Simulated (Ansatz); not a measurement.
Input and output of a self-consistent single point for Cs2TlInF6 (Fm-3m, 20 atoms in the cell) (Ansatz, a program for electronic structure).

Method of the run: r2SCAN, default PAW files made with PBE (plane waves; Ansatz).

The change in words: 1 x 2 x 1 supercell, mesh divided and rounded up; kpoints.mp_grid.grid: 3 3 3 → 3 2 3. Reference geometry:
```yaml
crystal:
  lattice:
    - [0.00000, 4.86886, 4.86886]
    - [4.86886, 0.00000, 4.86886]
    - [4.86886, 4.86886, 0.00000]
  atoms:
    - { symbol: Cs, position: [0.75000, 0.75000, 0.75000] }
    - { symbol: Cs, position: [0.25000, 0.25000, 0.25000] }
    - { symbol: Tl, position: [0.00000, 0.00000, 0.00000] }
    - { symbol: In, position: [0.50000, 0.50000, 0.50000] }
    - { symbol: F, position: [0.71966, 0.28034, 0.28034] }
    - { symbol: F, position: [0.28034, 0.71966, 0.71966] }
    - { symbol: F, position: [0.28034, 0.71966, 0.28034] }
    - { symbol: F, position: [0.71966, 0.28034, 0.71966] }
    - { symbol: F, position: [0.28034, 0.28034, 0.71966] }
    - { symbol: F, position: [0.71966, 0.71966, 0.28034] }
```

Reference input (self-consistent single point, DFT, r2SCAN, plane waves, default PAW files made with PBE): basis.ecutwfc = 500 eV; kpoints.mp_grid.grid = 3 3 3; hamiltonian.xc = r2scan; hamiltonian.pseudopotentials = {kind: paw} (the program's default PAW files); scf.occupations.method = fixed. This run's input differs from it in these lines:

Ansatz 0.2 input:
```diff
@@ -3,15 +3,25 @@
     - [0.000000, 4.868864, 4.868864]
-    - [4.868864, 0.000000, 4.868864]
+    - [9.737728, 0.000000, 9.737728]
     - [4.868864, 4.868864, 0.000000]
   atoms:
-    - { symbol: Cs, position: [0.750000, 0.750000, 0.750000] }
-    - { symbol: Cs, position: [0.250000, 0.250000, 0.250000] }
+    - { symbol: Cs, position: [0.750000, 0.375000, 0.750000] }
+    - { symbol: Cs, position: [0.750000, 0.875000, 0.750000] }
+    - { symbol: Cs, position: [0.250000, 0.125000, 0.250000] }
+    - { symbol: Cs, position: [0.250000, 0.625000, 0.250000] }
     - { symbol: Tl, position: [0.000000, 0.000000, 0.000000] }
-    - { symbol: In, position: [0.500000, 0.500000, 0.500000] }
-    - { symbol: F, position: [0.719660, 0.280340, 0.280340] }
-    - { symbol: F, position: [0.280340, 0.719660, 0.719660] }
-    - { symbol: F, position: [0.280340, 0.719660, 0.280340] }
-    - { symbol: F, position: [0.719660, 0.280340, 0.719660] }
-    - { symbol: F, position: [0.280340, 0.280340, 0.719660] }
-    - { symbol: F, position: [0.719660, 0.719660, 0.280340] }
+    - { symbol: Tl, position: [0.000000, 0.500000, 0.000000] }
+    - { symbol: In, position: [0.500000, 0.250000, 0.500000] }
+    - { symbol: In, position: [0.500000, 0.750000, 0.500000] }
+    - { symbol: F, position: [0.719660, 0.140170, 0.280340] }
+    - { symbol: F, position: [0.719660, 0.640170, 0.280340] }
+    - { symbol: F, position: [0.280340, 0.359830, 0.719660] }
+    - { symbol: F, position: [0.280340, 0.859830, 0.719660] }
+    - { symbol: F, position: [0.280340, 0.359830, 0.280340] }
+    - { symbol: F, position: [0.280340, 0.859830, 0.280340] }
+    - { symbol: F, position: [0.719660, 0.140170, 0.719660] }
+    - { symbol: F, position: [0.719660, 0.640170, 0.719660] }
+    - { symbol: F, position: [0.280340, 0.140170, 0.719660] }
+    - { symbol: F, position: [0.280340, 0.640170, 0.719660] }
+    - { symbol: F, position: [0.719660, 0.359830, 0.280340] }
+    - { symbol: F, position: [0.719660, 0.859830, 0.280340] }
 basis:
@@ -19,3 +29,3 @@
 kpoints:
-  mp_grid: { grid: [3, 3, 3] }
+  mp_grid: { grid: [3, 2, 3] }
 hamiltonian:
```

The program printed (abridged):

```
SCF iter   1: F=—  HF=-66621.523516 eV  |F-HF|=—  |Δ(HF+E_count)|=         —  Δρ=8.03e-3  dr2=2.70e-1  dr2_τ=3.20e-1  ethr=1.77e-3  ⟨swp⟩=5.0  Hψ=2700  notcnv=0  defer=144
all-band conjugate gradients solve this SCF's bands
preconditioner: auto → Resta (q_TF=auto, 2.314 Å⁻¹)
SCF iter   2: F=—  HF=-66621.760209 eV  |F-HF|=—  |Δ(HF+E_count)|=   2.37e-1  Δρ=3.54e-3  dr2=2.96e-2  dr2_τ=5.47e-3  ethr=1.57e-4  ⟨swp⟩=2.0  Hψ=1684  notcnv=0  defer=144
   [... lines left out ...]
SCF iter   5: F=—  HF=-66621.754311 eV  |F-HF|=—  |Δ(HF+E_count)|=   1.34e-5  Δρ=5.78e-5  dr2=1.73e-5  dr2_τ=1.57e-6  ethr=1.43e-7  ⟨swp⟩=2.0  Hψ=1425  notcnv=0  defer=144
SCF iter   6: F=—  HF=-66621.754192 eV  |F-HF|=—  |Δ(HF+E_count)|=   1.19e-4  Δρ=1.52e-5  dr2=1.01e-6  dr2_τ=6.52e-8  ethr=1.00e-8  ⟨swp⟩=2.1  Hψ=1384  notcnv=0  defer=123
SCF iter   7: F=-66621.754193 eV  HF=-66621.754193 eV  |F-HF|=1.89e-9  |Δ(HF+E_count)|=   6.29e-7  Δρ=3.61e-6  dr2=5.86e-8  dr2_τ=3.82e-9  ethr=5.81e-11  ⟨swp⟩=15.9  Hψ=5350  notcnv=0
SCF 1 converged in 7 iterations: F = -66621.754193 eV  dr2 = 5.86e-8
Free energy (F): -66621.754193 eV
Internal energy: -66621.754193 eV  (E = F + TS)
E sigma→0 (E₀):  -66621.754193 eV
Fermi energy:    2.478187 eV
--- Forces (eV/Å), atoms counted from 1 ---
  atom   1  Cs     0.00000547    -0.00000445     0.00000547
  atom   2  Cs     0.00000547    -0.00000445     0.00000547
  atom   3  Cs    -0.00000547     0.00000445    -0.00000547
  atom   4  Cs    -0.00000547     0.00000445    -0.00000547
  atom   5  Tl     0.00000000     0.00000000     0.00000000
  atom   6  Tl     0.00000000    -0.00000000     0.00000000
  atom   7  In     0.00000000     0.00000000     0.00000000
  atom   8  In     0.00000000     0.00000000     0.00000000
  atom   9  F      0.52380915     0.00002493    -0.00002156
   [... lines left out ...]
  atom  20  F      0.00002156    -0.00002493    -0.52380915
--- Stress (GPa, compression-positive) ---
       -3.610148       0.000039      -0.000031
        0.000039      -3.610279       0.000039
       -0.000031       0.000039      -3.610148
  P = ⅓ Tr σ = -3.6102 GPa (-36.102 kbar)
  The stress holds the Pulay correction. Without it, at fixed plane waves, as pw.x and ABINIT print it: P = -3.6635 GPa
```

The run converged in 7 iterations. Against the reference run the free energy hardly moves (within 1 meV/atom), the pressure stays at -3.61 GPa, the largest force stays at 0.524 eV/Å and the gap on the mesh goes from 4.762 to 4.601 eV.

The starting cell comes from a database of computed structures (which also holds hypothetical and non-ambient phases and stackings), without a prior relaxation at this level. Its lattice was rescaled by a random factor within 2.5 % of one. Spin-orbit coupling is off. With a pressure of about -4 GPa the cell is away from its equilibrium volume at this level. Ansatz's pressure includes its estimate of the finite-basis (Pulay) stress.

The mesh has a lower symmetry than the crystal, so small forces and shears that the space group forbids can appear.
